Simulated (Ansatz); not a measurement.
The starting structures come from a database of crystals and need not be the phases stable at ambient conditions.

Inside the gap of an insulator the Bloch states are evanescent, with a wavenumber k + iκ along the transport direction.

Consider the following.

```xyz
12
Lattice="6.3272 0.0000 0.0000 0.0000 6.4407 0.0000 0.0000 2.5282 5.8711" Properties=species:S:1:pos:R:3 pbc="T T T"
Te     3.9535     4.4734     0.9158
Te     2.3737     4.4955     4.9553
Te     0.7899     7.7159     4.9553
Te     5.5373     1.2531     0.9158
As     2.2551     6.2423     2.0777
As     4.0720     2.7266     3.7934
As     5.4187     5.9470     3.7934
As     0.9085     3.0220     2.0777
Ru     0.0566     5.2622     1.6730
Ru     6.2705     3.7067     4.1981
Ru     3.2202     6.9271     4.1981
Ru     3.1070     2.0419     1.6730
```

Space group of this cell: P2_1/c. The cell is taken as given.

Transport runs along the normal of the first two printed cell vectors.

No gap correction and no spin-orbit coupling; mid-gap values are interpolated between computed energies.

### Question
Estimate the band gap and the smallest decay constant κ at mid-gap that r2SCAN (Ansatz, an electronic-structure program) returns for this system.

### Answer
Gap 1.08 eV on a 6×6×6 mesh; κ = 0.207 1/Å, at (0.333, 0.000) of the in-plane reciprocal vectors. At the zone centre, at the nearest computed energy, the slowest state has κ = 0.27 1/Å.
